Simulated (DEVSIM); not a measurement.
Device: Co/HfO2/p-Si capacitor, at 400 K.

```csv
layer (left to right),material,thickness (nm),Na (cm⁻³)
1,HfO2,25.0,-
2,Si,450,1.6e18
```

Metal gate on the left, work function 5 eV. Fixed charge at the semiconductor interface 6.8e10 cm⁻² (in units of +e); no interface traps.

This is a model device: material constants are rounded textbook-type values typed into the input, and sizes, dopings and lifetimes were drawn at random. Values at 300 K; Nc and Nv go as T^1.5, mobilities as T to minus their exponent, the gap by Varshni's rule with the affinity fixed.

| parameter | HfO2 | Si |
|---|---|---|
| gap (eV) | 5.7 | 1.124 |
| affinity (eV) | 2.5 | 4.05 |
| permittivity | 22 | 11.7 |
| Nc (cm⁻³) | - | 2.86e19 |
| Nv (cm⁻³) | - | 3.1e19 |
| Varshni α (eV/K) | - | 0.000473 |
| Varshni β (K) | - | 636 |

Simulated with DEVSIM: 1D Poisson equation in equilibrium, Boltzmann statistics, complete ionisation; no quantum confinement or tunnelling. Metal contacts follow the ideal Schottky-Mott rule: no Fermi-level pinning, no interface dipoles.

The temperature was swept, all else fixed.

| temperature (K) | minimum of the low-frequency capacitance (μF/cm²) | flat-band voltage (V) |
|---|---|---|
| 250 | 0.262 | -0.14 |
| 300 | 0.266 | -0.11 |
| 350 | 0.278 | -0.08 |
| 400 | 0.287 | -0.04 |
| 450 | 0.294 | -0.01 |
| 500 | 0.308 | 0.03 |

From the first row to the last the minimum of the low-frequency capacitance goes from 0.262 to 0.308. From the first row to the last the flat-band voltage goes from -0.14 to 0.03.
